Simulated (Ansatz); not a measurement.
Partial pair distribution functions of a relaxed model of amorphous hafnium silicate (Si12Hf8O40), broadened by 0.06 Å; density 4.64 g/cm³. These are PBE, scalar-relativistic without spin-orbit coupling (plane waves to 420 eV, PAW; Ansatz, a program for electronic structure) values and carry that method's errors.

A CHGNet melt-quench gave the starting glass, which DFT then relaxed. O atoms were pushed apart under 1.9 Å during the dynamics, to hinder bonds among them. The hot cell started wider than the set density and was brought back towards it in steps. It is the lowest in DFT energy of 2 quenches. It is a model cell: composition and starting density were chosen by hand, and all elements were melted together. No dispersion term was used. Its density started from a set value of 4.85 and ended at 4.64 g/cm³. The quench (nominally 310 K/ps over its main leg) was far faster than any real one, so the model tends to hold more defects than a real film. One small periodic cell is one sample of the glass; other quenches scatter about these values. Volume and shape were free in the relaxation.

```
r (Å)  g Si-O  g Hf-O  g Si-Si  g Hf-Hf
-----  ------  ------  -------  -------
1.40     0.02    0.00     0.00     0.00
1.50     1.64    0.00     0.00     0.00
1.60    13.43    0.00     0.00     0.00
1.70     9.36    0.01     0.00     0.00
1.80     1.12    0.39     0.00     0.00
1.90     0.27    3.15     0.00     0.00
2.00     0.02    6.61     0.00     0.00
2.10     0.00    5.40     0.00     0.00
2.20     0.00    3.17     0.00     0.00
2.30     0.00    1.83     0.00     0.00
2.40     0.00    0.74     0.00     0.00
2.50     0.00    0.44     0.00     0.00
2.60     0.00    0.42     0.00     0.00
2.70     0.00    0.07     0.04     0.00
2.80     0.00    0.01     0.59     0.00
2.90     0.00    0.11     1.05     0.02
3.00     0.06    0.24     3.82     0.74
3.10     0.12    0.13     5.65     2.40
3.20     0.28    0.13     2.16     2.00
3.30     0.65    0.09     0.73     2.90
3.40     0.96    0.17     0.04     3.00
3.50     1.40    0.45     0.00     1.53
3.60     1.52    0.61     0.00     2.31
3.70     1.39    0.49     0.00     1.41
3.80     1.32    0.87     0.00     0.83
3.90     1.32    1.42     0.05     1.81
4.00     1.68    1.46     0.37     0.67
4.10     1.79    1.61     0.32     0.09
4.20     1.24    1.81     0.53     1.02
4.30     1.54    1.42     0.76     1.15
4.40     1.65    1.44     1.62     0.12
4.50     1.15    1.51     1.92     0.32
4.60     1.13    1.45     1.19     0.63
4.70     0.81    1.65     1.48     0.50
```

Within 2.02 Å each Si has 4.08 O neighbours on average.
